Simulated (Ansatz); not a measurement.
# Ga2O3, response to strain

Take Ga$_{2}$O$_{3}$ in the corundum structure (space group R-3c, No. 167; a = 4.9499 Å, c = 13.3058 Å (hexagonal axes)) as the base. Axes: x lies along a and z along c of the hexagonal cell.

Strains are applied to the cell and any free atomic positions relax.

Level of theory: LDA in Ansatz (plane waves to 420 eV, PAW, no spin-orbit coupling).

Notes on the quantities. energy relative to the base: free energy F; pressure: mean of the normal stresses, compression positive.

```
variant                         energy relative to the base  band gap  shortest interatomic distance  pressure  smallest direct gap
------------------------------  ---------------------------  --------  -----------------------------  --------  -------------------
base                                             0 meV/atom   3.04 eV                       191.1 pm  0.00 GPa              3.31 eV
uniaxial strain ε_zz = −2.25 %                +5.6 meV/atom   3.23 eV                       189.9 pm  5.22 GPa              3.49 eV
uniaxial strain ε_zz = −1.50 %                            …         …                              …         …                    …
uniaxial strain ε_zz = −0.75 %                +0.6 meV/atom   3.11 eV                       190.7 pm  1.68 GPa              3.40 eV
```

Q: Fill in the withheld entries from the trend.

A: 
- uniaxial strain ε_zz = −1.50 %, energy relative to the base: +2.5 meV/atom
- uniaxial strain ε_zz = −1.50 %, band gap: 3.17 eV
- uniaxial strain ε_zz = −1.50 %, shortest interatomic distance: 190.3 pm
- uniaxial strain ε_zz = −1.50 %, pressure: 3.42 GPa
- uniaxial strain ε_zz = −1.50 %, smallest direct gap: 3.46 eV

Stability against distortions was not tested.

Ansatz is an electronic-structure program.
